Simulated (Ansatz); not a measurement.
**PbTe: response to strain**

Start from PbTe in the rock salt structure (space group Fm-3m, No. 225).

```yaml
crystal:
  lattice:
    - [0.00000, 3.18980, 3.18980]
    - [3.18980, 0.00000, 3.18980]
    - [3.18980, 3.18980, 0.00000]
  atoms:
    - { symbol: Te, position: [0.50000, 0.50000, 0.50000] }
    - { symbol: Pb, position: [0.00000, 0.00000, 0.00000] }
```

Cartesian axes are those of the cell as printed.

Strains are applied to the cell and any free atomic positions relax; under biaxial strain the out-of-plane vector relaxes too.

All numbers come from DFT with LDA, PAW potentials and a 420 eV plane-wave cutoff in Ansatz (a program for electronic structure), no spin-orbit coupling.

Notes on the quantities. energy relative to the base: free energy F.

```json
[
 {"biaxial strain, plane normal [111], relaxed out of plane (%)": "0", "energy relative to the base (meV/atom)": "0.0"},
 {"biaxial strain, plane normal [111], relaxed out of plane (%)": "0.42", "energy relative to the base (meV/atom)": "0.2"},
 {"biaxial strain, plane normal [111], relaxed out of plane (%)": "0.83", "energy relative to the base (meV/atom)": "0.9"},
 {"biaxial strain, plane normal [111], relaxed out of plane (%)": "1.25", "energy relative to the base (meV/atom)": "?"},
 {"biaxial strain, plane normal [111], relaxed out of plane (%)": "1.67", "energy relative to the base (meV/atom)": "3.6"},
 {"biaxial strain, plane normal [111], relaxed out of plane (%)": "2.08", "energy relative to the base (meV/atom)": "5.6"},
 {"biaxial strain, plane normal [111], relaxed out of plane (%)": "2.5", "energy relative to the base (meV/atom)": "8.0"}
]
```

Problem. Fit ΔE = Aε² + Bε³ (ε in %) to the rows shown and predict the withheld row.

Solution. Least squares on the printed values gives A = 1.32 and B = -0.017 meV/atom (largest residual 0.0 meV/atom); this predicts 2.0 meV/atom, and the run gives 2.1 meV/atom, in agreement.

Stability against distortions was not tested.
